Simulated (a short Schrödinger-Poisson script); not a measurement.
Stack: symmetric double-gate stack, Al2O3 on p-type Ge(100), at 77 K.

```csv
layer,material,thickness (nm),Na (cm⁻³)
1,Al2O3,3.5,-
2,Ge,4,1e18
3,Al2O3,3.5,-
```

The device is made up for the run: typed textbook-type constants, with dimensions and the other settings drawn at random. Al2O3: permittivity 9, conduction-band edge (eV) 2.65, gap (eV) 6.8, electron mass (mₑ) 0.3. Ge: permittivity 16, conduction-band edge (eV) 0, gap (eV) 0.664, Nv at 300 K (cm⁻³) 6e18.

Channel valleys (confinement mass, in-plane density-of-states mass, number): L4 0.12, 0.295, 4. At the gates, both at one voltage, the conduction-band edge of layer 1 lies 2.77 eV − eVg above the Fermi level of the channel. Gaps are held at their typed values at every temperature. Mesh 0.03 nm at interfaces.

From a short Schrödinger-Poisson script (our own, NumPy): 1D Poisson equation in equilibrium, electrons quantum, Hartree (BenDaniel-Duke, 12 states a valley, the channel's in-plane mass for all, wave functions ending at the dielectric), parabolic valleys, classical holes, full ionisation, no traps, pinning or gate leakage.

The same stack at other levels of the model or other numerical settings:

| run | sheet density of all electrons at Vg = 0.8 V (cm⁻²) | capacitance of both gates at Vg = 0.8 V (μF/cm²) | rough cost against the base |
|---|---|---|---|
| base | 1.07e13 | 3.65 | about 1 |
| electrons treated as classical, Boltzmann | … | 4.45 | 0.1 |
| electrons treated as classical, Fermi-Dirac | … | … | 0.3 |
| mesh six times as coarse | 1.07e13 | 3.65 | 0.5 |
| one subband a valley | 1.07e13 | 3.65 | 0.7 |

Some entries are withheld; supply them.


- electrons treated as classical, Fermi-Dirac, sheet density of all electrons at Vg = 0.8 V (cm⁻²): 1.54e13
- electrons treated as classical, Fermi-Dirac, capacitance of both gates at Vg = 0.8 V (μF/cm²): 3.87
- electrons treated as classical, Boltzmann, sheet density of all electrons at Vg = 0.8 V (cm⁻²): 1.77e13

The classical rows ignore confinement, and Boltzmann statistics overrate the density once the band edge passes the Fermi level.

Only the L valleys are kept; under strong confinement the Δ valleys of Ge fill too.
